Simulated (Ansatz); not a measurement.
## Ga₂O₃ (space group Cc, No. 9; a hypothetical phase, not in the database extracts checked)

Ga2O3 is modelled in the monoclinic space group Cc (No. 9), Pearson symbol mS20. Cell: a = 10.0670 Å, b = 5.7490 Å, c = 5.9507 Å, α = γ = 90.00°, β = 122.28°. Ga1 on 4a is coordinated by 4 O at 1.806–1.909 Å (tetrahedral). Ga2 on 4a sees 4 O at 1.803–1.902 Å (tetrahedral). O1 on 4a has 3 Ga at 1.893–1.909 Å (trigonal planar). O2 on 4a is surrounded by 3 Ga at 1.878–1.902 Å (trigonal planar). O3 on 4a sees 2 Ga at 1.803–1.806 Å (bent). (Neighbours: up to the widest gap in distance over summed covalent radii, below 1.35, at either atom; cation-cation and far metal-metal contacts left out.)
(The calculation used a cell of 10 atoms; values per cell refer to that cell.)

Method: Kohn–Sham DFT with the PBE functional, run in Ansatz (a quantum-chemistry and plane-wave program) with PAW and 420 eV plane waves, no spin-orbit coupling. Settings: 7×7×7 k-points, 0.05 eV Fermi–Dirac smearing.

The volume per atom comes out as 14.56 Å³ and the density comes out as 4.28 g/cm³. The band gap is 2.05 eV, direct at Γ. The lowest conduction-band minima above the VBM comes out as Γ 2.05 eV and the total energy is -1853.933 eV/atom (σ→0; compares only within this code and set-up).

Whether these cells are dynamically stable was not tested.
